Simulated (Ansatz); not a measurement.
## What tensor shear ε_xy = +1.43 % does to InSb

Base system: InSb in the zinc blende structure (space group F-43m, No. 216; a = 6.519 Å). Axes: x, y, z lie along the cube axes.

It is then changed as follows: a pure shear with ε_xy = ε_yx = 0.0143; the atoms relax in the strained cell.

Level of theory: PBEsol, PAW, 420 eV (Ansatz, a quantum-chemistry and plane-wave program; without spin-orbit coupling). k-mesh 12×12×12 (Γ-centred); smearing 0.05 eV (Fermi–Dirac).

The volume per atom stays essentially unchanged (34.63 Å³ against 34.62 Å³) and the space group becomes Imm2 (No. 44) (base: F-43m (No. 216)). The shortest interatomic distance decreases by 0.0083 Å, from 2.823 Å to 2.814 Å and the energy grows by 2.4 meV/atom. The band gap remains zero and the valley order (the lowest conduction-band minima on the path, energy above the VBM, named in the base's zone) amounts to Γ 0.01 eV; L along [1-1-1] 0.24 eV; L along [111] 0.47 eV; a point along [001], about 0.9 Å⁻¹ from Γ 1.01 eV. The largest internal atomic displacement comes out as 0.016 Å and the stress (xx, yy, zz, yz, xz, xy; compression positive) is (0.0, 0.0, 0.0, 0.0, 0.0, -0.8) GPa (rough).

Final structure:

```
CELL_PARAMETERS angstrom
      0.04661     3.25944     3.25944
      3.25944     0.04661     3.25944
      3.30605     3.30605     0.00000
ATOMIC_POSITIONS crystal
  In 0.00242 0.00242 0.99758
  Sb 0.24758 0.24758 0.25242
```

Without a gap, meshes like the base's 12×12×12 leave anisotropic stresses uncertain by several tenths of a GPa, and small strain energies with them. Spin-orbit coupling, missing from the scalar runs, can matter with Sb. No phonon test of stability was made. The final runs are not spin-polarised. Gaps under 0.05 eV, about the width of the smearing, are given as zero. The zero or small gap of InSb can change with the level of theory.
